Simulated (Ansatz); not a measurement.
# Pressure series in CaF2

Take CaF2 in the fluorite structure (space group Fm-3m, No. 225; a = 5.421 Å) as the base.

Cell and atoms are relaxed at each pressure.

Calculations: PBEsol (Ansatz, a program for electronic structure; PAW; 420 eV plane waves; no SOC).

Notes on the quantities. band gap: an upper bound: an edge found on the path is not a true extremum; the base alone.

```
case              band gap  volume per atom
----------------  --------  ---------------
base               7.25 eV         13.27 Å³
pressure −2 GPa    7.11 eV         13.60 Å³
pressure −1 GPa    7.18 eV              ___
pressure 3 GPa     7.44 eV         12.85 Å³
pressure 7 GPa     7.66 eV              ___
pressure 15 GPa    8.04 eV         11.66 Å³
pressure 30 GPa    8.60 eV         10.72 Å³
pressure 50 GPa    8.80 eV          9.88 Å³
pressure 75 GPa    8.97 eV              ___
pressure 100 GPa   9.11 eV              ___
```

Task: Complete the table.

Result: 
- pressure −1 GPa, volume per atom: 13.43 Å³
- pressure 7 GPa, volume per atom: 12.39 Å³
- pressure 75 GPa, volume per atom: 9.14 Å³
- pressure 100 GPa, volume per atom: 8.61 Å³

Load acts through the strain it causes; cell and atoms are relaxed under it. Whether these cells are dynamically stable was not tested. No other phases were tried under pressure.
